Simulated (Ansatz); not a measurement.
Take Zn in the hcp (Mg type) structure (space group P6_3/mmc, No. 194) as the base.

```yaml
crystal:
  lattice:
    - [2.63583, 0.00000, 0.00000]
    - [-1.31791, 2.28270, 0.00000]
    - [0.00000, 0.00000, 4.65726]
  atoms:
    - { symbol: Zn, position: [0.33333, 0.66667, 0.75000] }
    - { symbol: Zn, position: [0.66667, 0.33333, 0.25000] }
```

All numbers come from plane-wave PAW DFT at the PBEsol level (Ansatz, an electronic-structure program, 420 eV), no spin-orbit coupling.

One change was made to it. Results:

```tsv
quantity	base	after
c/a ratio	1.767	1.763
volume per atom	14.01 Å³	13.90 Å³
```

Question: What was done to the base?
A. pressure 0.7 GPa
B. pressure 10 GPa
C. pressure 3 GPa

Answer: A, pressure 0.7 GPa. For comparison, the volume per atom in the other runs: pressure 3 GPa gives 13.58 Å³; pressure 10 GPa gives 12.83 Å³.

Load acts through the strain it causes; cell and atoms are relaxed under it. Whether these cells are dynamically stable was not tested. Competing high-pressure phases were not computed.
